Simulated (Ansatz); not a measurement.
Here is the system:

```xyz
1
Lattice="0.0000 1.9968 1.9968 2.1120 0.0000 1.9968 2.1120 1.9968 0.0000" Properties=species:S:1:pos:R:3 pbc="T T T"
Al     0.0000     0.0000     0.0000
```

No spin polarisation.

Level of theory: Ansatz (a quantum-chemistry and plane-wave program) r2SCAN, no spin-orbit coupling. k-mesh 28×28×28 (Γ-centred); smearing 0.1 eV (Fermi–Dirac).

### Question
Predict the pressure and band gap.

### Answer
The pressure (mean of the normal stresses, compression positive) is -4.3 GPa. The band gap is zero.

The cells carry an imposed strain or load. Stability against distortions was not tested. The cell was made from Al in the fcc (Cu type) structure (space group Fm-3m, No. 225) by this change: uniaxial strain ε_xx = +5.77 %.
